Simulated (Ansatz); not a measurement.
## What biaxial strain +0.50 %, plane normal [001], relaxed out of plane does to HfN

Take HfN in the rock salt structure (space group Fm-3m, No. 225; a = 4.526 Å; relaxed with 0.1 eV smearing) as the base. Axes: x, y, z lie along the cube axes.

The change: tensile biaxial strain of 0.50 % in the plane normal to [001], as in epitaxy on a mismatched substrate; the out-of-plane cell vector and the atoms relax.

Level of theory: plane-wave PAW DFT at the r2SCAN level (Ansatz, a quantum-chemistry and plane-wave program, 500 eV), scalar-relativistic without spin-orbit coupling. k-mesh 22×22×22 (Γ-centred); smearing 0.1 eV (Fermi–Dirac).

| quantity | base | changed | shift |
|---|---|---|---|
| space group | Fm-3m (No. 225) | I4/mmm (No. 139) | – |
| shortest interatomic distance | 4.276 bohr | 4.268 bohr | -0.008 bohr |
| energy relative to the base (free energy F) | 0 meV/atom | +1.2 meV/atom | +1.2 meV/atom |
| band gap | zero | zero | – |
| out-of-plane strain | – | -0.19 % | – |
| mean in-plane stress (compression positive) | – | -3.3 GPa | – |

Final structure (turned so that z lies along the plane normal):

```
HfN
1.0
    3.21615     0.00000     0.00000
    0.00000     3.21615     0.00000
    1.60808    -1.60808     2.25849
Hf N
1 1
Direct
  0.00000   0.00000   0.00000
  0.50000   0.50000   0.00000
```

No phonon test of stability was made. All final runs are without spin polarisation. An odd electron count without spin: HfN.
